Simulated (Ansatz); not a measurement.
An Ansatz (a first-principles code) input (PBE, PAW, 420 eV (Ansatz; without spin-orbit coupling)):

Ansatz 0.2 input:
```yaml
crystal:
  lattice:
    - [2.4044120927, 1.388187969, 4.3746338744]
    - [-2.4044120927, 1.388187969, 4.3746338744]
    - [0, -2.7763759379, 4.3746338744]
  atoms:
    - { symbol: Al, position: [0.3521477554, 0.3521477554, 0.3521477554] }
    - { symbol: Al, position: [0.1478522446, 0.1478522446, 0.1478522446] }
    - { symbol: Al, position: [0.6478522446, 0.6478522446, 0.6478522446] }
    - { symbol: Al, position: [0.8521477554, 0.8521477554, 0.8521477554] }
    - { symbol: O, position: [0.5561752698, 0.9438247302, 0.25] }
    - { symbol: O, position: [0.25, 0.5561752698, 0.9438247302] }
    - { symbol: O, position: [0.9438247302, 0.25, 0.5561752698] }
    - { symbol: O, position: [0.4438247302, 0.0561752698, 0.75] }
    - { symbol: O, position: [0.75, 0.4438247302, 0.0561752698] }
    - { symbol: O, position: [0.0561752698, 0.75, 0.4438247302] }
basis: { ecutwfc: 420, ecutrho_ratio: 4, xc_grid: 2, fft_grid_basis: typed }
kpoints: { mp_grid: { grid: [8, 8, 8] } }
hamiltonian:
  xc: pbe
  dispersion: none
  pseudopotentials: { kind: paw }
scf: { occupations: { method: fermi_dirac, width: 0.05 }, convergence: { dr2_threshold: 0.000000001 } }
output: { forces: true, stress: true }
```

Q: Which symmetry and how many k-points will the program report, and about how many plane waves at Γ?

A: Space group R-3c (ITA 167) with 12 operations, k-points 65 of 512, and 1707 plane waves at Γ.

No phonon test of stability was made. The cell is Al2O3 in the corundum structure (space group R-3c, No. 167).
